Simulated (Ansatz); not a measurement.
1T (CdI2-type) NiTe2 (model structure), treated with LDA (plane waves, PAW; Ansatz, a quantum-chemistry and plane-wave program).

Rigid layers of the crystal as relaxed at this level are moved apart or together:

| run | k mesh | layer repeat (Å) | energy against free layers (meV/Å²) | gap on the mesh (eV) |
|---|---|---|---|---|
| 1 | 12×12×8 | 4.97 | -41.53 | 0.000 |
| 2 | 12×12×8 | 5.12 | -42.88 | 0.000 |
| 3 | 12×12×6 | 5.27 | -41.99 | 0.000 |
| 4 | 12×12×6 | 5.47 | -38.37 | 0.000 |
| 5 | 12×12×6 | 5.77 | -30.89 | 0.000 |
| 6 | 12×12×6 | 6.27 | -19.06 | 0.000 |
| 7 | 12×12×6 | 7.27 | -4.73 | 0.000 |
| 8 | 12×12×4 | 9.27 | -0.18 | 0.000 |

The lowest energy of these points lies at a layer repeat of 5.12 Å.

Spin–orbit coupling is not included.

A model structure was made by putting elements into a prototype or built by hand; it is no filed structure, need not be a known phase, and can be a saddle point held by its symmetry.
